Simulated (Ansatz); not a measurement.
A computed series for Ti3Al: pressure series

The parent structure is Ti₃Al (space group P6_3/mmc, No. 194; a = 5.747 Å, c = 4.632 Å).

Cell and atoms are relaxed at each pressure.

Method: plane-wave PAW DFT at the r2SCAN level (Ansatz, a program for electronic structure, 500 eV), spin-orbit coupling left out.

Notes on the quantities. enthalpy: H = E + PV relative to the base's energy.

```csv
variant,enthalpy,lattice parameter a,c/a ratio
base,–,5.747 Å,0.806
pressure −2 GPa,-0.21 eV/atom,5.781 Å,0.805
pressure −1 GPa,-0.10 eV/atom,5.764 Å,0.806
pressure 1.8 GPa,+0.18 eV/atom,5.719 Å,0.806
pressure 4.2 GPa,+0.43 eV/atom,5.682 Å,0.807
pressure 9 GPa,+0.90 eV/atom,5.617 Å,0.808
pressure 18 GPa,+1.75 eV/atom,5.512 Å,0.810
pressure 30 GPa,+2.81 eV/atom,5.397 Å,0.813
pressure 45 GPa,+4.07 eV/atom,5.280 Å,0.816
pressure 60 GPa,+5.25 eV/atom,5.184 Å,0.817
```

Load acts through the strain it causes; cell and atoms are relaxed under it. No phonon test of stability was made. Competing high-pressure phases were not computed. The final runs are not spin-polarised.
